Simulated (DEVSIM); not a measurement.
**Schottky contact on n-type Ge**

System: Schottky contact on n-type Ge, at 300 K.

```tsv
layer (left to right)	material	thickness (μm)	Nd (cm⁻³)	τn (s)	τp (s)
1	Ge	5.50	4e15	1e-7	1e-6
```

Left contact: Schottky, work function 4.32 eV, emission velocity 1.5e6 cm/s. Right contact: ohmic. Voltage is applied to the left contact. Recombination: SRH at mid-gap, Auger. Mobility is μmin + (μ − μmin)/(1 + (N/Nref)^α).

This is a model device: material constants are rounded textbook-type values typed into the input, and sizes, dopings and lifetimes were drawn at random. Values at 300 K.

```
parameter           Ge
-------------  -------
gap (eV)         0.664
affinity (eV)        4
permittivity        16
Nc (cm⁻³)      1.04e19
Nv (cm⁻³)         6e18
μn (cm²/Vs)       3900
μp (cm²/Vs)       1900
μn,min             150
μp,min             100
Nref,n          2.6e17
Nref,p            4e17
αn                0.56
αp                 0.6
Cn (cm⁶/s)       1e-31
Cp (cm⁶/s)       1e-31
```

Model (solved in DEVSIM): 1D drift-diffusion, Boltzmann statistics, complete ionisation; no tunnelling, impact ionisation, image-force lowering or self-heating. Metal contacts follow the ideal Schottky-Mott rule: no Fermi-level pinning, no interface dipoles.

```yaml
potential_step_across_the_device_at_zero_bias: 0.117 V
largest_field_in_the_device_at_zero_bias: 9100 V/cm
Dark forward voltage at 100 A/cm²: 0.089 V
```

Dark forward current:

(V (V), J (A/cm²)): (0.05, 38); (0.10, 130); (0.15, 270); (0.20, 430); (0.25, 600); (0.30, 780); (0.35, 970); (0.40, 1200); (0.45, 1400); (0.50, 1600); (0.55, 1800); (0.60, 2000); (0.65, 2200)

Dark reverse current:

| V (V) | J (A/cm²) |
|---|---|
| -0.20 | -10 |
| -0.50 | -10 |
| -1.00 | -10 |
| -1.50 | -10 |
| -2.00 | -10 |
| -3.00 | -10 |
| -4.00 | -10 |
| -5.00 | -10 |
| -6.50 | -10 |
| -8.00 | -10 |
